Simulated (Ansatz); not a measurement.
# 1T (CdI2-type) MnI2

Level of theory: r²SCAN+rVV10 in Ansatz (PAW).

Settings: plane-wave cutoff 500 eV, 12×12×6 k mesh (along the axes of the cell as run), Fermi–Dirac smearing 0.05 eV, spin-polarised with parallel moments, scalar-relativistic PAW data made under PBE.

Cell (relaxed at this level):

```cif
data_I2Mn
_chemical_formula_sum 'Mn1 I2'
_space_group_name_H-M_alt 'P 1'
_space_group_IT_number 1
_cell_length_a 4.11977
_cell_length_b 4.11977
_cell_length_c 6.83081
_cell_angle_alpha 90.000
_cell_angle_beta 90.000
_cell_angle_gamma 120.000
loop_
_space_group_symop_operation_xyz
  'x, y, z'
loop_
_atom_site_label
_atom_site_type_symbol
_atom_site_fract_x
_atom_site_fract_y
_atom_site_fract_z
_atom_site_occupancy
Mn1 Mn 0.00000 0.00000 0.00000 1
I1 I 0.33333 0.66667 0.24290 1
I2 I 0.66667 0.33333 0.75710 1
```

* **band gap**: 1.99 eV (on the SCF k mesh)

Note: the magnetic order was assumed, not searched for or taken from measurement.

Spin–orbit coupling is not included; with these elements it can move the gap by several tenths of an eV or more.

Cost on a shared machine: about 5 core-minutes (a rough figure).

Ansatz is a first-principles code.
